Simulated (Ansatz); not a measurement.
HgSe: tensor shear ε_xz = −0.65 %

The reference is HgSe in the zinc blende structure (space group F-43m, No. 216; a = 6.133 Å). Axes: x, y, z lie along the cube axes.

Now apply this change: tensor shear ε_xz = −0.65 % (engineering shear γ = -0.0130), atoms relaxed at fixed cell.

The values are results of PBEsol, PAW, 420 eV (Ansatz, a first-principles code; scalar-relativistic without spin-orbit coupling), not measurements. Settings: 9×9×9 k-points, 0.05 eV Fermi–Dirac smearing.

```tsv
quantity	base	changed	shift
volume per atom	28.84 Å³	28.84 Å³	0.00 Å³
space group	F-43m (No. 216)	Imm2 (No. 44)	–
energy relative to the base (free energy F)	0 meV/atom	+0.3 meV/atom	+0.3 meV/atom
band gap	zero	zero	–
valley order (the lowest conduction-band minima on the path, energy above the VBM, named in the base's zone)	–	Γ 0.02 eV; L along [1-11] 0.99 eV; L along [11-1] 1.08 eV	–
stress (xx, yy, zz, yz, xz, xy; compression positive) (rough)	–	(0.0, 0.0, 0.0, 0.0, 0.3, 0.0) GPa	–
```

Without a gap, meshes like the base's 9×9×9 leave anisotropic stresses uncertain by several tenths of a GPa, and small strain energies with them. With Hg present, leaving out spin-orbit coupling can change the band edges. The cells carry an imposed strain or load. Stability against distortions was not tested. All final runs are without spin polarisation. Gaps under 0.05 eV, about the width of the smearing, are given as zero. The zero or small gap of HgSe can change with the level of theory.
